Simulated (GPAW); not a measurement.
A working GPAW input for WSeS (P3m1, 6 atoms in the cell) (DFT LDA (Perdew-Wang 92), plane waves, GPAW PAW datasets LDA (gpaw-data 1.0.1)):

```python
from ase import Atoms
from ase.units import GPa
from gpaw import GPAW

atoms = Atoms(['W', 'W', 'Se', 'Se', 'S', 'S'],
              cell=[[3.208856, 0.000000, 0.000000],
                    [-1.604428, 2.778951, 0.000000],
                    [0.000000, 0.000000, 22.500099]],
              scaled_positions=[[0.000000, 0.000000, 0.150550],
                                [0.333333, 0.666667, 0.451320],
                                [0.000000, 0.000000, 0.525380],
                                [0.000000, 0.000000, 0.377200],
                                [0.333333, 0.666667, 0.083050],
                                [0.333333, 0.666667, 0.218100]],
              pbc=True)

calc = GPAW(mode={'name': 'pw', 'ecut': 550},
            xc='LDA',
            kpts={'size': (6, 6, 1), 'gamma': True},
            occupations={'name': 'fermi-dirac', 'width': 0.02},
            nbands=-6,
            convergence={'forces': 0.001, 'bands': -4},
            symmetry={'symmorphic': False, 'tolerance': 0.0005},
            maxiter=100,
            txt='-')

atoms.calc = calc

energy = atoms.get_potential_energy()
print('Energy (eV):', round(energy, 6))
forces = atoms.get_forces()
print('Forces (eV/Ang):')
print(forces.round(5))
stress = atoms.get_stress()
print('Stress (GPa, Voigt):', (stress / GPa).round(4))
```

The run converged in 35 iterations: free energy E − TS (from the program's reference atoms) -47.6827 eV; top of the valence band (on the code's own zero) 2.39 eV; gap on the k-point mesh 0.87 eV; pressure -0.36 GPa; largest force (vector length) 0.291 eV/Å. Each of these slips is then made, one at a time:

(1)
```diff
-                                [0.333333, 0.666667, 0.218100]],
-              pbc=True)
+                                [0.333333, 0.666667, 0.218100]])
```

(2)
```diff
+            charge=1,
```

(3)
```diff
-              cell=[[3.208856, 0.000000, 0.000000],
-                    [-1.604428, 2.778951, 0.000000],
-                    [0.000000, 0.000000, 22.500099]],
+              cell=[[1.698053, 0.000000, 0.000000],
+                    [-0.849027, 1.470558, 0.000000],
+                    [0.000000, 0.000000, 11.906540]],
-            maxiter=100,
+            maxiter=60,
```

Task: How does each altered input end?

Result: 
(1) Periodic boundary conditions left out. The program stopped before any SCF iteration, with the message: ValueError: K-points can only be used with PBCs!.

(2) An unintended net charge. The run converged in 48 iterations without an error; against the sound input the pressure goes from -0.36 to -6.06 GPa, the largest force goes from 0.291 to 0.884 eV/Å and no clean gap remains on the mesh (levels overlap or are partly filled), against 0.87 eV before.

(3) Cell lengths in the wrong unit (bohr against Å). The run converged in 49 iterations without an error; against the sound input the free energy rises by 131 eV/atom, the pressure goes from -0.36 to 6570 GPa, the largest force goes from 0.291 to 337.7 eV/Å and no clean gap remains on the mesh (levels overlap or are partly filled), against 0.87 eV before.

The starting cell comes from a database of computed structures (which also holds hypothetical and non-ambient phases and stackings), without a prior relaxation at this level. Its lattice was rescaled by a random factor within 2.5 % of one. Spin-orbit coupling is off.

Left out of this page: 4 runs of the series outside the window shown, repeating another row's setting, or not comparable.
